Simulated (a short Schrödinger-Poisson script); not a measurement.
Structure: MOS inversion layer, HfO2 on p-type Si(100), at 400 K.

From the gate side: 6.9 nm HfO2; 580 nm Si, acceptors 5.5e17 cm⁻³.

Constants are typed, rounded textbook-type inputs, not results; the design itself was drawn at random and stands for no fabricated device. HfO2: permittivity 22, conduction-band edge (eV) 1.55, gap (eV) 5.7, electron mass (mₑ) 0.2. Si: permittivity 11.7, conduction-band edge (eV) 0, gap (eV) 1.124, Nv at 300 K (cm⁻³) 3.1e19.

Channel valleys (confinement mass, in-plane density-of-states mass, number): Δ2 0.916, 0.19, 2; Δ4 0.19, 0.417, 4. At the gate the conduction-band edge of layer 1 lies 1.69 eV − eVg above the Fermi level of the channel; the field vanishes at the back. Gaps are held at their typed values at every temperature. Mesh 0.03 nm at interfaces.

Solved with a short Schrödinger-Poisson script written for these runs: 1D Poisson equation in equilibrium, electrons quantum, Hartree (BenDaniel-Duke, 12 states a valley, the channel's in-plane mass for all, wave functions ending at the dielectric), parabolic valleys, classical holes, full ionisation, no traps, pinning or gate leakage.

```tsv
Vg (V)	electrons (cm⁻²)	C (μF/cm²)	Δ2 E0 (meV from the Fermi level)	Δ4 E0 (meV from the Fermi level)
0.05	1.74e9	0.238	303.5	360.5
0.1	6.05e9	0.246	259.7	318.0
0.15	2.08e10	0.291	216.3	276.0
0.2	6.72e10	0.428	175.0	236.1
0.25	1.88e11	0.703	138.5	201.3
0.3	4.20e11	1.03	109.4	174.4
0.35	7.61e11	1.31	87.4	154.9
0.4	1.18e12	1.50	70.5	140.7
0.45	1.66e12	1.63	56.9	130.1
0.5	2.17e12	1.73	45.7	121.8
0.55	2.72e12	1.80	36.1	115.0
0.6	3.28e12	1.86	27.6	109.4
0.65	3.87e12	1.90	20.0	104.6
0.7	4.46e12	1.94	13.1	100.5
0.75	5.07e12	1.97	6.7	96.8
0.8	5.69e12	2.00	0.8	93.5
0.85	6.31e12	2.02	-4.8	90.5
0.9	6.95e12	2.04	-10.1	87.8
0.95	7.59e12	2.06	-15.2	85.3
1	8.23e12	2.08	-20.0	82.9
```

Gate voltages with under 1e9 electrons/cm² are left out.

Problem. At Vg = 1 V the lowest Δ2 subband lies at -20.0 meV from the Fermi level. How many electrons does it hold, and what share of all?

Solution. The two-dimensional density of states is g m/(πħ²) = 1.59e11 cm⁻² meV⁻¹ (both spins), kT = 34.5 meV, so n = D kT ln(1 + exp(−E/kT)) = 5.61e12 cm⁻², 0.68 of the 8.23e12 cm⁻² in all.

Problem. Compare the slope of the sheet density between 0.9 and 1 V with the geometric capacitance of the layers between gate and channel.

Solution. q Δn/ΔV = 2.05 μF/cm²; ε0/Σ(t/ε) = 2.82 μF/cm². The ratio is 0.73: the channel acts as a further capacitance in series.
